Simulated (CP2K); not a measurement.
CP2K run on Ca3In (Fm-3m, 4 atoms in the cell): self-consistent single point

Level of theory: LDA (Pade form), GPW, DZVP-MOLOPT-SR-GTH basis, GTH-PADE potentials (GTH_POTENTIALS) run with CP2K.

The input file:

```
&GLOBAL
  PROJECT ca3in
  RUN_TYPE ENERGY_FORCE
  PRINT_LEVEL LOW
&END GLOBAL
&FORCE_EVAL
  METHOD Quickstep
  STRESS_TENSOR ANALYTICAL
  &DFT
    BASIS_SET_FILE_NAME BASIS_MOLOPT
    POTENTIAL_FILE_NAME GTH_POTENTIALS
    &QS
      METHOD GPW
      EPS_DEFAULT 1E-10
    &END QS
    &MGRID
      CUTOFF 500
      REL_CUTOFF 50
      NGRIDS 5
    &END MGRID
    &SCF
      SCF_GUESS ATOMIC
      EPS_SCF 1E-7
      MAX_SCF 100
      ADDED_MOS 8
      &DIAGONALIZATION
        ALGORITHM STANDARD
      &END DIAGONALIZATION
      &MIXING
        METHOD BROYDEN_MIXING
        ALPHA 0.3
        NBUFFER 10
        BETA 1
      &END MIXING
      &SMEAR ON
        METHOD FERMI_DIRAC
        ELECTRONIC_TEMPERATURE [K] 1160.45
      &END SMEAR
    &END SCF
    &KPOINTS
      SCHEME MONKHORST-PACK 5 5 5
    &END KPOINTS
    &XC
      &XC_FUNCTIONAL PADE
      &END XC_FUNCTIONAL
    &END XC
    &PRINT
      &MO
        EIGENVALUES T
        OCCUPATION_NUMBERS T
        NDIGITS 8
        FILENAME mo
        &EACH
          QS_SCF 0
        &END EACH
        ADD_LAST NUMERIC
      &END MO
      &MULLIKEN OFF
      &END MULLIKEN
    &END PRINT
  &END DFT
  &SUBSYS
    &CELL
      ABC 5.70793600 5.70793550 5.70793576
      ALPHA_BETA_GAMMA 59.99999957 59.99999860 59.99999709
      PERIODIC XYZ
    &END CELL
    &COORD
      SCALED
      Ca       0.25000000     0.25000000     0.25000000
      Ca       0.75000000     0.75000000     0.75000000
      Ca       0.50000000     0.50000000     0.50000000
      In       0.00000000     0.00000000     0.00000000
    &END COORD
    &KIND Ca
      BASIS_SET DZVP-MOLOPT-SR-GTH
      POTENTIAL GTH-PADE-q10
    &END KIND
    &KIND In
      BASIS_SET DZVP-MOLOPT-SR-GTH
      POTENTIAL GTH-PADE-q13
    &END KIND
  &END SUBSYS
  &PRINT
    &FORCES ON
    &END FORCES
    &STRESS_TENSOR ON
    &END STRESS_TENSOR
  &END PRINT
&END FORCE_EVAL
```

Output, abridged:

```
 GLOBAL| Method name                                                        CP2K
 GLOBAL| Project name                                                      ca3in
 GLOBAL| Run type                                                   ENERGY_FORCE

 TOTAL NUMBERS AND MAXIMUM NUMBERS

  Total number of            - Atomic kinds:                                   2
                             - Atoms:                                          4
                             - Shell sets:                                     4
                             - Shells:                                        25
                             - Primitive Cartesian functions:                 24
                             - Cartesian basis functions:                     75
                             - Spherical basis functions:                     67

  Maximum angular momentum of- Orbital basis functions:                        3
                             - Local part of the GTH pseudopotential:          2
                             - Non-local part of the GTH pseudopotential:      4

 SCF PARAMETERS         Density guess:                                    ATOMIC
                        max_scf:                                             100
                        max_diis:                                              4
                        eps_scf:                                        1.00E-07
                        eps_diis:                                       1.00E-01
                        eps_eigval:                                     1.00E-05
                        level_shift [a.u.]:                             0.000000
                        added MOs                                         8    0
                        Mixing method:                            BROYDEN_MIXING
                                                charge density mixing in g-space
                        Smear method:                                FERMI_DIRAC
                        Electronic temperature [K]:                       1160.5
                        Electronic temperature [a.u.]:                  3.67E-03
                        Accuracy threshold:                             1.00E-10
                        No outer SCF

 Extrapolation method: initial_guess

 Number of electrons:                                                         43
 Number of occupied orbitals:                                                 22
 Number of molecular orbitals:                                                30

 Number of orbital functions:                                                 67
 Number of independent orbital functions:                                     67

 SCF WAVEFUNCTION OPTIMIZATION

  Step     Update method      Time    Convergence         Total energy    Change
     1 NoMix/Diag. 0.30E+00      -     1.57572957      -167.1610859057 -1.67E+02
     2 Broy./Diag. 0.30E+00      -     0.01331666      -166.7586577556  4.02E-01
     3 Broy./Diag. 0.30E+00      -     0.03610380      -166.6125707516  1.46E-01
     4 Broy./Diag. 0.30E+00      -     0.01762806      -166.5726385331  3.99E-02
     5 Broy./Diag. 0.30E+00      -     0.00457869      -166.5960156389 -2.34E-02
     6 Broy./Diag. 0.30E+00      -     0.00074714      -166.6017839477 -5.77E-03
     7 Broy./Diag. 0.30E+00      -     0.00007836      -166.5996814864  2.10E-03
   [... 2 lines left out ...]
    10 Broy./Diag. 0.30E+00      -     0.00000984      -166.5993147975  1.22E-04
    11 Broy./Diag. 0.30E+00      -     0.00000156      -166.5992634840  5.13E-05
    12 Broy./Diag. 0.30E+00      -     0.00000163      -166.5992683480 -4.86E-06
    13 Broy./Diag. 0.30E+00      -     0.00000010      -166.5992697880 -1.44E-06
    14 Broy./Diag. 0.30E+00      -     0.00000007      -166.5992709556 -1.17E-06

  *** SCF run converged in    14 steps ***

  Electronic density on regular grids:        -42.9999999967        0.0000000033
  Core density on regular grids:               42.9999999971       -0.0000000029
  Total charge density on r-space grids:        0.0000000004
  Total charge density g-space grids:           0.0000000004

  Overlap energy of the core charge distribution:               0.00000000000000
  Self energy of the core charge distribution:               -306.94697444539406
  Core Hamiltonian energy:                                     78.12009898431626
  Hartree energy:                                              84.55908306860050
  Exchange-correlation energy:                                -22.32809844047019
  Electronic entropic energy:                                  -0.00338012250137
  Fermi energy:                                                 0.19793873823570

  Total energy:                                              -166.59927095560235
  Total energy (extrapolated to T->0):                       -166.59758089435167

 ENERGY| Total FORCE_EVAL ( QS ) energy [hartree]           -166.599271021696751

 FORCES| Atomic forces [hartree/bohr]
 FORCES|   Atom     x               y               z               |f|
 FORCES|      1 -2.23424642E-09 -3.22790370E-08  1.58502015E-08   3.60299455E-08
 FORCES|      2  2.23428140E-09  2.21102753E-08  1.45901994E-09   2.22707213E-08
 FORCES|      3 -3.12903789E-14 -2.03322076E-08  1.10219621E-08   2.31275229E-08
 FORCES|      4  3.59818431E-14  3.05038174E-08 -2.83307957E-08   4.16307202E-08
 FORCES| Sum     3.96671068E-14  2.84806204E-12  3.87767430E-13
 FORCES| Total atomic force                                       2.87461205E-12

 STRESS| Analytical stress tensor [bar]
 STRESS|                        x                   y                   z
 STRESS|      x       -2.13888586153E+04   5.03690746377E-02   3.56198479528E-02
 STRESS|      y        5.03690746377E-02  -2.13881254056E+04  -1.60442860176E-01
 STRESS|      z        3.56198479528E-02  -1.60442860176E-01  -2.13881764849E+04
 STRESS| 1/3 Trace                                            -2.13883868353E+04
```

The run converged in 14 iterations.

The starting cell comes from a database of computed structures (which also holds hypothetical and non-ambient phases and stackings), without a prior relaxation at this level. Values carry the incompleteness of an atom-centred basis.
